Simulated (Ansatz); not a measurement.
# Effect of biaxial strain +3.00 %, plane normal [001], relaxed out of plane on WSi2

Base system: WSi₂ (space group I4/mmm, No. 139; a = 3.1853 Å, c = 7.7731 Å; relaxed with 0.1 eV smearing). Axes: x, y, z lie along a, b, c of the conventional cell.

The change: tensile biaxial strain of 3.00 % in the plane normal to [001], as in epitaxy on a mismatched substrate; the out-of-plane cell vector and the atoms relax.

Method: DFT with LDA, PAW potentials and a 420 eV plane-wave cutoff in Ansatz (a program for electronic structure), no spin-orbit coupling. Γ-centred 25×25×25 mesh, Fermi–Dirac width 0.1 eV.

* **Volume per atom**: 13.81 Å³ (base 13.14 Å³)
* **Shortest interatomic distance**: 253.6 pm (base 257.1 pm)
* **Energy relative to the base (free energy F)**: +38 meV/atom
* **Pressure (mean of the normal stresses, compression positive)**: -9.6 GPa (base 0.0 GPa)
* **Band gap**: zero (base zero)
* **Out-of-plane strain**: -0.96 %
* **Ratio −ε⊥/ε∥**: 0.32
* **Mean in-plane stress (compression positive)**: -14.4 GPa

Final structure (turned so that z lies along the plane normal):

```yaml
crystal:
  lattice:
    - [3.28083, 0.00000, 0.00000]
    - [0.00000, 3.28083, 0.00000]
    - [1.64042, -1.64042, 3.84915]
  atoms:
    - { symbol: Si, position: [0.33526, 0.66474, 0.32948] }
    - { symbol: Si, position: [0.66474, 0.33526, 0.67052] }
    - { symbol: W, position: [0.00000, 0.00000, 0.00000] }
```

Stability against distortions was not tested. The final runs are not spin-polarised.
